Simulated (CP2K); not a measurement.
Worked example: self-consistent single point of CdSe (P6_3mc, 4 atoms in the cell) in CP2K.

Level of theory: PBE, GPW, DZVP-MOLOPT-SR-GTH basis, GTH-PBE potentials (GTH_POTENTIALS) (CP2K).

The change in words: lattice scaled by 0.98. Reference geometry:
```
CdSe
1.0
    4.32827     0.00000     0.00000
   -2.16414     3.74839     0.00000
    0.00000     0.00000     7.06077
Cd Se
2 2
Direct
  0.66667   0.33333   0.49995
  0.33333   0.66667   0.99995
  0.66667   0.33333   0.87591
  0.33333   0.66667   0.37591
```

Reference input (self-consistent single point, DFT PBE, GPW, DZVP-MOLOPT-SR-GTH basis, GTH-PBE potentials (GTH_POTENTIALS)): CUTOFF = 500 Ry; REL_CUTOFF = 40 Ry; SMEAR/METHOD = FERMI_DIRAC; ELECTRONIC_TEMPERATURE = 116.05 K; KPOINTS/SCHEME = MONKHORST-PACK 5 5 3; XC_FUNCTIONAL = PBE; Cd/BASIS_SET = DZVP-MOLOPT-SR-GTH-q12; Cd/POTENTIAL = GTH-PBE-q12; Se/BASIS_SET = DZVP-MOLOPT-SR-GTH-q6; Se/POTENTIAL = GTH-PBE-q6; METHOD = GPW; EPS_DEFAULT = 1e-10. This run's input differs from it in these lines:

```diff
@@ -62,4 +62,4 @@
     &CELL
-      ABC 4.32827100 4.32827070 7.06077200
-      ALPHA_BETA_GAMMA 90.00000000 90.00000000 120.00000997
+      ABC 4.24170600 4.24170500 6.91955700
+      ALPHA_BETA_GAMMA 90.00000000 90.00000000 120.00000778
       PERIODIC XYZ
```

Log, with long lists cut:

```
 SCF WAVEFUNCTION OPTIMIZATION

  Step     Update method      Time    Convergence         Total energy    Change
     1 NoMix/Diag. 0.20E+00      -     1.61771992      -111.2634597830 -1.11E+02
     2 Broy./Diag. 0.20E+00      -     0.05584692      -111.0461641739  2.17E-01
     3 Broy./Diag. 0.20E+00      -     0.10432228      -111.0515099180 -5.35E-03
     4 Broy./Diag. 0.20E+00      -     0.00456419      -111.0749814572 -2.35E-02
     5 Broy./Diag. 0.20E+00      -     0.00325361      -111.0908521351 -1.59E-02
     6 Broy./Diag. 0.20E+00      -     0.00060576      -111.0937782184 -2.93E-03
   [... 2 lines left out ...]
     9 Broy./Diag. 0.20E+00      -     0.00006038      -111.0775814982 -4.57E-04
    10 Broy./Diag. 0.20E+00      -     0.00000154      -111.0779216193 -3.40E-04
    11 Broy./Diag. 0.20E+00      -     0.00000432      -111.0779259595 -4.34E-06
    12 Broy./Diag. 0.20E+00      -     0.00000020      -111.0779213852  4.57E-06
  *** SCF run converged in    12 steps ***

  Overlap energy of the core charge distribution:               0.00000000713564
  Self energy of the core charge distribution:               -187.54023803919003
  Core Hamiltonian energy:                                     57.35598269110969
  Hartree energy:                                              36.59911364672865
  Exchange-correlation energy:                                -17.49277969099783
  Electronic entropic energy:                                  -0.00000000000009
  Fermi energy:                                                 0.14909004258717

  Total energy:                                              -111.07792138521395
  Total energy (extrapolated to T->0):                       -111.07792138521391

                     Mulliken Population Analysis

   [... lines left out ...]

 STRESS| Analytical stress tensor [bar]
 STRESS|                        x                   y                   z
 STRESS|      x        6.58654923935E+04   4.31631851163E+00  -3.24612947304E-06
 STRESS|      y        4.31631851163E+00   6.58707871588E+04  -1.31691727486E-02
 STRESS|      z       -3.24612947304E-06  -1.31691727486E-02   6.57467515658E+04
 STRESS| 1/3 Trace                                             6.58276770393E+04
```

The run converged in 12 iterations. Against the reference run the free energy rises by 47.7 meV/atom, the pressure goes from 2.71 to 6.58 GPa, the largest force goes from 0.016 to 0.027 eV/Å and the gap on the mesh goes from 0.629 to 0.772 eV.

The starting cell comes from a database of computed structures (which also holds hypothetical and non-ambient phases and stackings), without a prior relaxation at this level. Its lattice was rescaled by a random factor within 2.5 % of one. For this run, on top of that: lattice scaled by 0.98. Values carry the incompleteness of an atom-centred basis. With a pressure of about 7 GPa the cell is away from its equilibrium volume at this level.
